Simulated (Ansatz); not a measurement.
Base system: LiCl in the rock salt structure (space group Fm-3m, No. 225; a = 5.064 Å). Axes: x, y, z lie along the cube axes.

The change: the cell is compressed by 1.00 % along z with no lateral relaxation, atoms relaxed at fixed cell.

Level of theory: Ansatz (a quantum-chemistry and plane-wave program), PBEsol, PAW, cutoff 420 eV, no SOC.

Give the band edges at the high-symmetry points of the new zone, measured from its valence-band maximum.


```tsv
point	valence edge (eV)	conduction edge (eV)
Γ	0.00	6.40
X	-1.18	7.80
P	-1.20	9.59
N	-0.28	6.58
M	-1.25	7.78
S	-0.96	7.89
S₀	-0.96	7.89
R	-1.17	9.51
G	-1.17	9.51
```

The gap is 6.40 eV, direct at Γ.

The cells carry an imposed strain or load. Stability against distortions was not tested. k-point labels follow each cell's own Brillouin zone.
